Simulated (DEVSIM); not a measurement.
System: illuminated Si n-on-p cell, one wavelength, at 350 K.

```csv
layer (left to right),material,thickness (μm),Nd (cm⁻³),Na (cm⁻³),τn (s),τp (s),absorption coefficient (cm⁻¹)
1,Si,0.510,2.6e18,-,6e-5,4.4e-6,190
2,Si,220,-,4.8e15,0.00026,0.00026,190
```

Left contact: ohmic, minority hole recombination velocity 3000 cm/s. Right contact: ohmic, minority electron recombination velocity 30000 cm/s. Voltage is applied to the left contact. Recombination: SRH at mid-gap, radiative, Auger. Light enters at the left, 2.9e18 photons cm⁻² s⁻¹, one pass, no reflection. Mobility is μmin + (μ − μmin)/(1 + (N/Nref)^α).

The device is made up for the run: typed textbook-type constants, with dimensions and the other settings drawn at random. Values at 300 K; Nc and Nv go as T^1.5, mobilities as T to minus their exponent, the gap by Varshni's rule with the affinity fixed.

```tsv
parameter	Si
gap (eV)	1.124
affinity (eV)	4.05
permittivity	11.7
Nc (cm⁻³)	2.86e19
Nv (cm⁻³)	3.1e19
μn (cm²/Vs)	1417
μp (cm²/Vs)	470
μn,min	52
μp,min	45
Nref,n	9.7e16
Nref,p	2.2e17
αn	0.68
αp	0.72
T exponent of μn	2.3
T exponent of μp	2.2
B (cm³/s)	4.7e-15
Cn (cm⁶/s)	2.8e-31
Cp (cm⁶/s)	9.9e-32
Varshni α (eV/K)	0.000473
Varshni β (K)	636
```

DEVSIM, 1D drift-diffusion, Boltzmann statistics, complete ionisation; no tunnelling, impact ionisation, image-force lowering or self-heating.

The photon flux was swept, all else fixed.

```
photon flux (cm^-2 s^-1)  open-circuit voltage (V)  fill factor  share of generated pairs collected at short circuit  largest power (mW/cm²)
------------------------  ------------------------  -----------  ---------------------------------------------------  ----------------------
8.7e16                                       0.435         0.76                                                0.788                    3.57
2.9e17                                       0.471         0.77                                                0.793                    13.2
8.7e17                                       0.503         0.78                                                0.806                    43.3
2.9e18                                       0.535         0.78                                                0.849                     161
8.7e18                                       0.562         0.75                                                0.931                     542
2.9e19                                       0.591         0.72                                                0.993                    1930
8.7e19                                  (withheld)   (withheld)                                                0.988                    5790
```

Task: Fill in the missing entries.

Result: 
- 8.7e19, open-circuit voltage (V): 0.618
- 8.7e19, fill factor: 0.69
